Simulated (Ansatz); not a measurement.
The starting structures come from a database of crystals and need not be the phases stable at ambient conditions.

 Where the default PAW files enter, the runs use the earlier of Ansatz's two default sets.

```xyz
12
Lattice="5.9645 0.0000 0.0000 0.0000 6.5534 0.0000 2.9822 -3.2767 3.2767" Properties=species:S:1:pos:R:3 pbc="T T T"
Hf     0.0000     0.0000     0.0000
Hf     4.4734     3.2767     0.0000
Si     4.4734     0.0000     3.2767
Si     2.9822     0.0000     0.0000
O      7.0429     2.0636     3.2767
O      2.5695     3.2767     1.2131
O      7.0429    -2.0636     3.2767
O      5.5517     0.0000     2.0636
O      3.3950     1.2131     3.2767
O      1.9039     0.0000     1.2131
O      3.3950    -1.2131     3.2767
O      4.8861     3.2767     2.0636
```

Space group of this cell: I4_1/amd. The cell is taken as given; by r2SCAN its mean pressure is 2.1 GPa.

Calculation: r2SCAN (plane waves, PAW; Ansatz, a first-principles code).

The current runs along the normal of the first two printed vectors; no spin-orbit coupling. Scaled by the factor s: both lengths across the current (ions clamped). Meshes 10×10×10 and 6×6 across the current in all rows.

```json
[
 {"s": "0.98", "mean pressure (GPa)": "14.2", "band gap (eV)": "6.28"},
 {"s": "1.00", "mean pressure (GPa)": "2.1", "band gap (eV)": "6.08"},
 {"s": "1.02", "mean pressure (GPa)": "-7.7", "band gap (eV)": "?"}
]
```

Question: Take the slope of the band gap against ln s from the two given rows, extrapolate to s = 1.02, and say what the run there gives.

Answer: Slope = (6.28 − 6.08) / ln 0.98 = -9.90 eV. The line gives 6.08 + (-9.90) × ln 1.02 = 5.88 eV. The run gives 5.88 eV, as the line does.
